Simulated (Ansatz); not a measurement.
Input for (Ga,In)2O3 alloy cell GaIn3O6 (corundum start):

Ansatz 0.2 input:
```yaml
crystal:
  lattice:
    - [0.003191694, -6.304436638, -4.826341023]
    - [-5.458364075, 3.155239519, -4.826675462]
    - [5.45577705, 3.150060297, -4.827131851]
  atoms:
    - { symbol: In, position: [0.352868558, 0.363924979, 0.859788708] }
    - { symbol: Ga, position: [0.353701443, 0.849279006, 0.355929866] }
    - { symbol: In, position: [0.863297511, 0.362503649, 0.353228136] }
    - { symbol: Ga, position: [0.868923489, 0.85224093, 0.858224154] }
    - { symbol: In, position: [0.636897152, 0.649810585, 0.134889281] }
    - { symbol: In, position: [0.639334246, 0.130581205, 0.647544337] }
    - { symbol: In, position: [0.138740176, 0.648373061, 0.640172048] }
    - { symbol: In, position: [0.14890911, 0.134184005, 0.139400966] }
    - { symbol: In, position: [0.145811498, 0.13166373, 0.64159128] }
    - { symbol: Ga, position: [0.148163767, 0.655004455, 0.139386752] }
    - { symbol: In, position: [0.642390119, 0.133773275, 0.141992198] }
    - { symbol: In, position: [0.633496802, 0.651506937, 0.644556798] }
    - { symbol: In, position: [0.860500781, 0.854897082, 0.356492182] }
    - { symbol: In, position: [0.857303065, 0.357261105, 0.855824221] }
    - { symbol: Ga, position: [0.347902989, 0.85285774, 0.866535667] }
    - { symbol: In, position: [0.358599884, 0.363833902, 0.353401243] }
    - { symbol: O, position: [0.769975045, 0.894006395, 0.612784285] }
    - { symbol: O, position: [0.742151841, 0.398669523, 0.099626813] }
    - { symbol: O, position: [0.256341681, 0.886742204, 0.095251074] }
    - { symbol: O, position: [0.247405143, 0.397977004, 0.601023934] }
    - { symbol: O, position: [0.259503293, 0.082930134, 0.393467048] }
    - { symbol: O, position: [0.249391674, 0.61436351, 0.909265912] }
    - { symbol: O, position: [0.764996794, 0.077290045, 0.900647767] }
    - { symbol: O, position: [0.748574891, 0.604754941, 0.397877052] }
    - { symbol: O, position: [0.901931725, 0.102613081, 0.250408696] }
    - { symbol: O, position: [0.89229408, 0.613706081, 0.76247205] }
    - { symbol: O, position: [0.393909731, 0.081485591, 0.766851091] }
    - { symbol: O, position: [0.390564873, 0.615686594, 0.251790192] }
    - { symbol: O, position: [0.09780485, 0.893900223, 0.767652774] }
    - { symbol: O, position: [0.106071954, 0.420640466, 0.232403457] }
    - { symbol: O, position: [0.586034351, 0.895593108, 0.264834736] }
    - { symbol: O, position: [0.59960156, 0.395783949, 0.749056179] }
    - { symbol: O, position: [0.111158347, 0.751986403, 0.383251967] }
    - { symbol: O, position: [0.102754205, 0.250813084, 0.897551563] }
    - { symbol: O, position: [0.579813732, 0.763759781, 0.893189798] }
    - { symbol: O, position: [0.602368348, 0.247765924, 0.401246291] }
    - { symbol: O, position: [0.901401776, 0.250657063, 0.600410638] }
    - { symbol: O, position: [0.910271842, 0.752962704, 0.088313429] }
    - { symbol: O, position: [0.400289212, 0.250629544, 0.101664203] }
    - { symbol: O, position: [0.388548475, 0.76358696, 0.590001199] }
basis:
  ecutwfc: 420
  ecutrho_ratio: 4
  xc_grid: 2
kpoints:
  mp_grid: { grid: [3, 3, 3] }
hamiltonian:
  xc: pbe
  dispersion: none
  pseudopotentials: { kind: paw }
scf:
  n_extra_bands: 24
  occupations: { method: fermi_dirac, width: 0.01 }
output:
  forces: true
  stress: true
  eigenstates:
    kpoints:
      - [0.0, 0.0, 0.0]
      - [-0.5, -0.5, -0.5]
      - [0.0, 0.0, 0.0]
      - [-0.039725, -0.039725, -0.04791]
      - [-0.07945, -0.07945, -0.09582]
      - [-0.119175, -0.119175, -0.14373]
      - [-0.1589, -0.1589, -0.19164]
      - [-0.198625, -0.198625, -0.239549]
      - [-0.23835, -0.23835, -0.287459]
      - [-0.278075, -0.278075, -0.335369]
      - [-0.3178, -0.3178, -0.383279]
      - [-0.357525, -0.357525, -0.431189]
      - [-0.397249, -0.397249, -0.479099]
      - [-0.436974, -0.436974, -0.527009]
      - [-0.476699, -0.476699, -0.574919]
      - [-0.451183, -0.451183, -0.597639]
      - [-0.5, -0.5, -0.5]
      - [-0.548931, -0.451069, -0.5]
      - [-0.451069, 0.451069, 0.5]
      - [-0.405962, 0.405962, 0.5]
      - [-0.360855, 0.360855, 0.5]
      - [-0.315748, 0.315748, 0.5]
      - [-0.270641, 0.270641, 0.5]
      - [-0.225534, 0.225534, 0.5]
      - [-0.180428, 0.180428, 0.5]
      - [-0.135321, 0.135321, 0.5]
      - [-0.090214, 0.090214, 0.5]
      - [-0.045107, 0.045107, 0.5]
      - [0.0, 0.0, 0.5]
      - [-0.050222, -0.050222, 0.49478]
      - [-0.100443, -0.100443, 0.48956]
      - [-0.150665, -0.150665, 0.48434]
      - [-0.200886, -0.200886, 0.479121]
      - [-0.251108, -0.251108, 0.473901]
      - [-0.30133, -0.30133, 0.468681]
      - [-0.351551, -0.351551, 0.463461]
      - [-0.401773, -0.401773, 0.458241]
      - [-0.451994, -0.451994, 0.453021]
      - [-0.502216, -0.502216, 0.447801]
      - [-0.505801, -0.505801, 0.382404]
      - [-0.509385, -0.509385, 0.317007]
      - [-0.51297, -0.51297, 0.25161]
      - [-0.516555, -0.516555, 0.186213]
      - [-0.520139, -0.520139, 0.120816]
      - [-0.523724, -0.523724, 0.055419]
      - [-0.527309, -0.527309, -0.009978]
      - [-0.530894, -0.530894, -0.075375]
      - [-0.534478, -0.534478, -0.140773]
      - [-0.538063, -0.538063, -0.20617]
      - [-0.541648, -0.541648, -0.271567]
      - [-0.545232, -0.545232, -0.336964]
      - [-0.548817, -0.548817, -0.402361]
      - [-0.497784, 0.502216, -0.447801]
      - [-0.523301, 0.476699, -0.425081]
      - [-0.519417, 0.480583, -0.354234]
      - [-0.515534, 0.484466, -0.283387]
      - [-0.51165, 0.48835, -0.212541]
      - [-0.507767, 0.492233, -0.141694]
      - [-0.503883, 0.496117, -0.070847]
      - [-0.5, 0.5, 0.0]
      - [-0.458333, 0.458333, 0.0]
      - [-0.416667, 0.416667, 0.0]
      - [-0.375, 0.375, 0.0]
      - [-0.333333, 0.333333, 0.0]
      - [-0.291667, 0.291667, 0.0]
      - [-0.25, 0.25, 0.0]
      - [-0.208333, 0.208333, 0.0]
      - [-0.166667, 0.166667, 0.0]
      - [-0.125, 0.125, 0.0]
      - [-0.083333, 0.083333, 0.0]
      - [-0.041667, 0.041667, 0.0]
      - [0.0, 0.0, 0.0]
      - [-0.045455, 0.0, -0.045455]
      - [-0.090909, 0.0, -0.090909]
      - [-0.136364, 0.0, -0.136364]
      - [-0.181818, 0.0, -0.181818]
      - [-0.227273, 0.0, -0.227273]
      - [-0.272727, 0.0, -0.272727]
      - [-0.318182, 0.0, -0.318182]
      - [-0.363636, 0.0, -0.363636]
      - [-0.409091, 0.0, -0.409091]
      - [-0.454545, 0.0, -0.454545]
      - [-0.5, 0.0, -0.5]
      - [-0.5, 0.0, 0.0]
      - [-0.4375, 0.0, 0.0]
      - [-0.375, 0.0, 0.0]
      - [-0.3125, 0.0, 0.0]
      - [-0.25, 0.0, 0.0]
      - [-0.1875, 0.0, 0.0]
      - [-0.125, 0.0, 0.0]
      - [-0.0625, 0.0, 0.0]
      - [0.0, 0.0, 0.0]
    e_range: [-5.0, 12.0]
    localisation: true
relax:
  f_tol: 0.03
  max_steps: 90
  cell: { stress_tol: 0.15 }
```

Calculation: PBE (plane waves to 420 eV, PAW; Ansatz, a quantum-chemistry and plane-wave program). No spin–orbit coupling. Its k-point mesh 3×3×3, Fermi–Dirac width 0.01 eV.

Question: Write the closing report of this run, without the band table and long remarks, to eight decimals at most.

Answer: 
```
SCF converged after 4 iterations
Free energy (F): -95928.109080 eV
Harris-Foulkes:  -95928.109080 eV  (|F-HF|=1.41e-9)
Internal energy: -95928.109080 eV  (E = F + TS)
E sigma→0 (E₀):  -95928.109080 eV
Fermi energy:    8.971612 eV
--- Per-component energies (eV) ---
  E_band       = -101.149082
  E_kinetic    = 7595.597238
  E_local      = -27123.488631  (includes V_loc(G=0)·N_el)
  E_nonlocal   = 7340.800439
  E_hartree    = 11025.829944
  E_xc         = -4598.851611
  E_vxc        = -3648.734059  (∫ρ·V_xc dr)
  E_paw        = -61718.754301  (= ΣΔE_a)
  E_vpaw       = -6317.043577  (= ΣTr[D̂ρ^β])
  E_aug_tail   = 0.057523  (compensation charges beyond the density's cutoff)
  E_ewald      = -28449.299680
  E_smearing   = 0.000000  (= −TS)
  E_closure    = 0.000000  (closes the sum)
  Σ components = -95928.109080   (vs F -95928.109080, Δ=0.00e0)
--- Forces (eV/Å), atoms counted from 1 ---
  atom   1  In     0.00814031    -0.00393272     0.00364018
  atom   2  Ga    -0.01789864    -0.00044346     0.00346400
  atom   3  In    -0.00014452    -0.00459422     0.00450697
  atom   4  Ga     0.01331185     0.01359908    -0.01425396
  atom   5  In    -0.00472803    -0.01018497    -0.00466652
  atom   6  In     0.00107911     0.00808056    -0.00693703
  atom   7  In     0.00878461     0.00711857     0.00125560
  atom   8  In    -0.00107157    -0.00294312     0.00570522
  atom   9  In     0.00407551    -0.00070707    -0.00481658
  atom  10  Ga    -0.01193708     0.00669047     0.00738329
  atom  11  In    -0.00494032    -0.00279090     0.00375317
  atom  12  In     0.01214962    -0.00646307    -0.00182293
  atom  13  In    -0.01255349    -0.00898066     0.00856900
  atom  14  In     0.00852511    -0.00141042     0.00158976
  atom  15  Ga    -0.00598382     0.01123142    -0.01417876
  atom  16  In     0.00166991    -0.00155565     0.00801634
  atom  17  O      0.00055387    -0.00186657     0.00360085
  atom  18  O      0.00008814     0.00291195    -0.00094213
  atom  19  O      0.00571240    -0.00335443     0.00349978
  atom  20  O     -0.00591345     0.00315155    -0.00309810
  atom  21  O      0.00568982    -0.00039436    -0.00036146
  atom  22  O     -0.00162527    -0.00113476     0.00263719
  atom  23  O     -0.00020582    -0.00353993     0.00410438
  atom  24  O      0.00255291     0.00673455    -0.00354509
  atom  25  O      0.00275776     0.00273270    -0.00095479
  atom  26  O     -0.00556093    -0.00184272     0.00141336
  atom  27  O      0.00220553    -0.00431658     0.00559749
  atom  28  O      0.00163597     0.00198899    -0.00523189
  atom  29  O     -0.00318712    -0.00691699     0.00509878
  atom  30  O     -0.00120942    -0.00019450    -0.00397097
  atom  31  O      0.00725911     0.00351495    -0.00030226
  atom  32  O     -0.00645977     0.00178629    -0.00201205
  atom  33  O      0.00486070     0.00047583    -0.00783841
  atom  34  O     -0.00356911     0.00036087    -0.00018471
  atom  35  O     -0.00179440    -0.00249290     0.00302568
  atom  36  O      0.00117461     0.00024557    -0.00067850
  atom  37  O     -0.00231633    -0.00023039     0.00094248
  atom  38  O      0.00024019     0.00109750     0.00209041
  atom  39  O     -0.00035340     0.00167038    -0.00189556
  atom  40  O     -0.00101847    -0.00310235    -0.00220417
  max |Σ_I F_I| component: 3.91e-6 eV/Å
--- Stress (GPa, compression-positive) ---
       -0.027162      -0.003536       0.004501
       -0.003536      -0.011220       0.006707
        0.004501       0.006707       0.008056
  P = ⅓ Tr σ = -0.0101 GPa (-0.101 kbar)
--- Relaxed structure (5 steps of the walk, 5 accepted, 1 SCFs on fresh bases) ---
  F+E_penalty+E_count = -95928.10907994 eV   max|allowed force component| = 1.790e-2 eV/Å   (the final SCF, on the basis selected at the relaxed cell)
  cell:  # Å, volume = 497.8078 Å³
    - [0.00228085, -6.30568888, -4.83292937]
    - [-5.45379943, 3.15357396, -4.83129707]
    - [5.44549885, 3.14614288, -4.82676398]
  atoms:
    - { symbol: In, position: [0.35317013, 0.36407608, 0.86147477] }
    - { symbol: Ga, position: [0.35431046, 0.84885740, 0.35392393] }
    - { symbol: In, position: [0.86018896, 0.36157811, 0.35438352] }
    - { symbol: Ga, position: [0.86837451, 0.85411799, 0.85562451] }
    - { symbol: In, position: [0.63819869, 0.65013224, 0.13528477] }
    - { symbol: In, position: [0.63990776, 0.13291256, 0.64883798] }
    - { symbol: In, position: [0.14147303, 0.64891204, 0.64000090] }
    - { symbol: In, position: [0.14759516, 0.13359372, 0.14117159] }
    - { symbol: In, position: [0.14743771, 0.13242932, 0.64248210] }
    - { symbol: Ga, position: [0.14761423, 0.65356852, 0.14100180] }
    - { symbol: In, position: [0.64203983, 0.13519951, 0.14216141] }
    - { symbol: In, position: [0.63515164, 0.65113390, 0.64468279] }
    - { symbol: In, position: [0.86000633, 0.85491158, 0.35563786] }
    - { symbol: In, position: [0.85964739, 0.35873228, 0.85625297] }
    - { symbol: Ga, position: [0.34982298, 0.85245202, 0.86604150] }
    - { symbol: In, position: [0.35710633, 0.36382476, 0.35375213] }
    - { symbol: O, position: [0.76639872, 0.89533473, 0.61064084] }
    - { symbol: O, position: [0.74345015, 0.39878397, 0.09975251] }
    - { symbol: O, position: [0.25571577, 0.88751362, 0.09490817] }
    - { symbol: O, position: [0.25006523, 0.39734015, 0.60333229] }
    - { symbol: O, position: [0.25689077, 0.08156407, 0.39394748] }
    - { symbol: O, position: [0.24961935, 0.61451556, 0.90948212] }
    - { symbol: O, position: [0.76339599, 0.07898402, 0.90028061] }
    - { symbol: O, position: [0.74885613, 0.60574904, 0.39722500] }
    - { symbol: O, position: [0.89988647, 0.10296240, 0.25091422] }
    - { symbol: O, position: [0.89429873, 0.61373298, 0.75860453] }
    - { symbol: O, position: [0.39428579, 0.07917183, 0.76505392] }
    - { symbol: O, position: [0.39062443, 0.61425633, 0.24953986] }
    - { symbol: O, position: [0.09654285, 0.89391914, 0.76446834] }
    - { symbol: O, position: [0.10460029, 0.42012794, 0.23778216] }
    - { symbol: O, position: [0.58617039, 0.89553997, 0.26191620] }
    - { symbol: O, position: [0.60059383, 0.39534097, 0.75154866] }
    - { symbol: O, position: [0.11057173, 0.75154364, 0.38302038] }
    - { symbol: O, position: [0.10396049, 0.25095619, 0.89928528] }
    - { symbol: O, position: [0.58072355, 0.76102138, 0.89338775] }
    - { symbol: O, position: [0.60090643, 0.24913867, 0.40213076] }
    - { symbol: O, position: [0.90291689, 0.25154605, 0.60171222] }
    - { symbol: O, position: [0.90859101, 0.75350398, 0.08652887] }
    - { symbol: O, position: [0.39883007, 0.24994137, 0.10317382] }
    - { symbol: O, position: [0.39005981, 0.76107992, 0.58864947] }
```

Cost: around 70 core-minutes (rough).
